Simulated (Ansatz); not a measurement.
MgS: Mg → La

Take MgS in the rock salt structure (space group Fm-3m, No. 225; a = 5.203 Å) as the base.

It is then changed as follows: La takes the place of Mg on all its sites; the structure is relaxed again.

Computed with Ansatz (an electronic-structure program), r2SCAN, PAW, cutoff 500 eV, no spin-orbit coupling. Γ-centred 14×14×14 mesh, Fermi–Dirac width 0.05 eV, for the changed cell.

```yaml
density: 5.56 g/cm³ (base 2.66 g/cm³)
lattice_parameter_a: 588.9 pm (base 520.3 pm)
space_group: Fm-3m (No. 225) (base Fm-3m (No. 225))
shortest_interatomic_distance: 294.5 pm (base 260.2 pm)
band_gap: zero (base 3.46 eV)
```

Final structure:

```xyz
2
Lattice="0.0000 2.9446 2.9446 2.9446 0.0000 2.9446 2.9446 2.9446 0.0000" Properties=species:S:1:pos:R:3 pbc="T T T"
S      0.0000     0.0000     0.0000
La     2.9446     2.9446     2.9446
```

Whether these cells are dynamically stable was not tested. All final runs are without spin polarisation. An odd electron count without spin: LaS.
